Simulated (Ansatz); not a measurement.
Input and output of a self-consistent single point for a (001) slab of Se (cut from a parent of space group no. 152; 6 atoms in the cell) (Ansatz, an electronic-structure program).

Level of theory: LDA (PW92), default PAW files made with PBE (plane waves; Ansatz).

```yaml
crystal:
  lattice:
    - [4.38311, 0.00000, 0.00000]
    - [-2.19156, 3.79589, 0.00000]
    - [0.00000, 0.00000, 22.27471]
  atoms:
    - { symbol: Se, position: [0.00000, 0.22500, 0.38855] }
    - { symbol: Se, position: [0.77500, 0.77500, 0.46285] }
    - { symbol: Se, position: [0.22500, 0.00000, 0.31426] }
    - { symbol: Se, position: [0.00000, 0.22500, 0.61145] }
    - { symbol: Se, position: [0.77500, 0.77500, 0.68574] }
    - { symbol: Se, position: [0.22500, 0.00000, 0.53715] }
```

Reference input (self-consistent single point, DFT, LDA (PW92), plane waves, default PAW files made with PBE): basis.ecutwfc = 420 eV; kpoints.mp_grid.grid = 5 5 1; hamiltonian.xc = lda; hamiltonian.pseudopotentials = {kind: paw} (the program's default PAW files); scf.occupations.method = fermi_dirac; scf.occupations.width = 0.01 eV. This run's input differs from it in these lines:

Ansatz 0.2 input:
```diff
@@ -17,3 +17,3 @@
   mp_grid:
-    grid: [5, 5, 1]
+    grid: [14, 14, 1]
 hamiltonian:
```

Output (repeated stretches shortened):

```
SCF iter   1: F=—  HF=-32297.254470 eV  |F-HF|=—  |Δ(HF+E_count)|=         —  Δρ=4.29e-3  dr2=1.89e-1  ethr=1.77e-3  ⟨swp⟩=7.2  Hψ=12895  notcnv=0  defer=17
all-band conjugate gradients solve this SCF's bands
preconditioner: auto → LDOS
SCF iter   2: F=—  HF=-32297.238290 eV  |F-HF|=—  |Δ(HF+E_count)|=   1.62e-2  Δρ=1.90e-3  dr2=2.76e-2  ethr=1.97e-4  ⟨swp⟩=2.0  Hψ=4150  notcnv=0  defer=228
   [... lines left out ...]
SCF iter   5: F=—  HF=-32297.232665 eV  |F-HF|=—  |Δ(HF+E_count)|=   2.74e-4  Δρ=1.24e-4  dr2=8.87e-5  ethr=1.91e-6  ⟨swp⟩=2.0  Hψ=4110  notcnv=0  defer=228
SCF iter   6: F=—  HF=-32297.232728 eV  |F-HF|=—  |Δ(HF+E_count)|=   6.34e-5  Δρ=3.63e-5  dr2=1.07e-5  ethr=9.24e-8  ⟨swp⟩=2.0  Hψ=3937  notcnv=0  defer=228
SCF iter   7: F=—  HF=-32297.232728 eV  |F-HF|=—  |Δ(HF+E_count)|=   3.26e-7  Δρ=1.05e-5  dr2=6.66e-7  ethr=1.12e-8  ⟨swp⟩=2.0  Hψ=3744  notcnv=0  defer=228
SCF iter   8: F=-32297.232728 eV  HF=-32297.232728 eV  |F-HF|=1.14e-8  |Δ(HF+E_count)|=   1.78e-8  Δρ=3.11e-6  dr2=3.91e-8  ethr=1.04e-10  ⟨swp⟩=14.2  Hψ=18194  notcnv=0
SCF 1 converged in 8 iterations: F = -32297.232728 eV  dr2 = 3.91e-8
Free energy (F): -32297.232728 eV
Internal energy: -32297.230900 eV  (E = F + TS)
E sigma→0 (E₀):  -32297.231814 eV
Entropy (-TS):   -0.001828 eV (-0.305 meV/atom)
Fermi energy:    -0.517074 eV
--- Forces (eV/Å), atoms counted from 1 ---
  atom   1  Se     0.64880957    -0.36540676    -1.35922950
  atom   2  Se    -0.19111748    -0.24089800    -0.00814737
  atom   3  Se    -0.51466598     0.57341603     1.32735553
  atom   4  Se    -0.00795325    -0.74458895     1.35922950
  atom   5  Se    -0.23925986     0.73242182    -1.32735553
  atom   6  Se     0.30418253     0.04506359     0.00814737
--- Stress (GPa, compression-positive) ---
       -2.030803       0.157169      -0.035085
        0.157169      -2.212287      -0.020256
       -0.035085      -0.020256      -1.824062
  P = ⅓ Tr σ = -2.0224 GPa (-20.224 kbar)
  The stress holds the Pulay correction. Without it, at fixed plane waves, as pw.x and ABINIT print it: P = -2.0341 GPa
```

The run converged in 8 iterations. Against the reference run the free energy drops by 2.1 meV/atom and the largest force moves little (1.547 to 1.550 eV/Å).

The starting cell has typed, rounded lattice constants, without a prior relaxation at this level. The slab is cut from that crystal, and its faces are unrelaxed. Its lattice was rescaled by up to half a per cent. Spin polarisation is off, though cut faces can carry moments; the slab shows no gap. Forces in this geometry exceed 1 eV/Å.

Cost on one core of a shared machine: roughly 40 s.
